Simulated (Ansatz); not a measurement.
**CsPbCl3 (within 0.1 Å of Pm-3m, No. 221, 5 atoms in the cell; start mp-675022)**

All values below come from PBE0 (plane waves, PAW; Ansatz, a program for electronic structure).

Settings: plane-wave cutoff 460 eV, 4×4×4 k mesh, Fermi–Dirac smearing 0.01 eV, scalar-relativistic PAW data made under PBE.

Cell (relaxed with PBEsol):

```cif
data_Cl3CsPb
_chemical_formula_sum 'Cs1 Pb1 Cl3'
_space_group_name_H-M_alt 'Pm-3m'
_space_group_IT_number 221
_space_group_name_Hall '-P 4 2 3'
_cell_length_a 5.61875
_cell_length_b 5.61875
_cell_length_c 5.61875
_cell_angle_alpha 90.000
_cell_angle_beta 90.000
_cell_angle_gamma 90.000
loop_
_atom_site_label
_atom_site_type_symbol
_atom_site_symmetry_multiplicity
_atom_site_Wyckoff_symbol
_atom_site_fract_x
_atom_site_fract_y
_atom_site_fract_z
_atom_site_occupancy
Cs1 Cs 1 b 0.50000 0.50000 0.50000 1
Pb1 Pb 1 a 0.00000 0.00000 0.00000 1
Cl1 Cl 3 d 0.00000 0.00000 0.50000 1
```

| Quantity | Result |
|---|---|
| band gap | 3.29 eV (on the SCF k mesh) |
| direct gap at Γ | 7.89 eV |

Note: cell and atoms aren't relaxed at this level (pressure 1.2 GPa).

Spin–orbit coupling is not included; with these elements it can move the gap by several tenths of an eV or more.

Static lattice: no zero-point or thermal effects.

A start named mp-… is a Materials Project structure, which need not be a measured phase.
